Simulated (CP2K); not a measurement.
Band structure of TeO3 (C2/m, 8 atoms in the cell).

```
TeO3
1.0
    5.16706     0.00000     0.00000
   -2.58141     4.47602     0.00000
   -0.81934    -1.41836     4.80206
Te O
2 6
Direct
  0.16645   0.83355   0.00000
  0.83355   0.16645   0.00000
  0.05031   0.42909   0.77584
  0.94969   0.57091   0.22416
  0.57091   0.94969   0.22416
  0.42909   0.05031   0.77584
  0.19126   0.19126   0.22564
  0.80874   0.80874   0.77436
```

Method: PBEsol, GPW, DZVP-MOLOPT-SR-GTH basis, GTH-PBE potentials (GTH_POTENTIALS) run with CP2K.

Settings: CUTOFF = 450 Ry; REL_CUTOFF = 60 Ry; SMEAR/METHOD = FERMI_DIRAC; ELECTRONIC_TEMPERATURE = 580.23 K; KPOINTS/SCHEME = MACDONALD 4 4 4 0.125 0.125 0.125; XC_FUNCTIONAL = PBE:PBESOL; Te/BASIS_SET = DZVP-MOLOPT-SR-GTH-q6; Te/POTENTIAL = GTH-PBE-q6; O/BASIS_SET = DZVP-MOLOPT-SR-GTH-q6; O/POTENTIAL = GTH-PBE-q6; METHOD = GPW; EPS_DEFAULT = 1e-10; EXTRAPOLATION = USE_GUESS; NGRIDS = 5.

The starting cell comes from a database of computed structures (which also holds hypothetical and non-ambient phases and stackings), without a prior relaxation at this level. Spin-orbit coupling is off. Values carry the incompleteness of an atom-centred basis. The potentials were made for another functional than the one used.

Q: Predict the gap along the standard path and the places of the band edges.

A: The gap along the path is 2.23 eV, from a point between Y1 and X to Γ; the smallest direct gap on it is 2.31 eV.

Levels in eV from the top of the valence band on the SCF mesh, bands 21 to 25:
```tsv
point	21	22	23	24	25
Γ	-0.46	-0.37	-0.23	-0.07	2.24
Y	-0.51	-0.24	-0.17	0.00	4.15
F	-0.59	-0.30	-0.22	-0.14	4.03
H	-0.47	-0.25	-0.12	-0.05	3.97
Z	-0.51	-0.36	-0.34	-0.19	3.02
I	-0.46	-0.38	-0.32	-0.20	3.95
Y1	-0.51	-0.24	-0.17	0.00	4.15
X	-0.34	-0.12	-0.11	-0.04	3.84
```

Higher empty bands are left out: an atom-centred basis made for the valence describes them poorly.
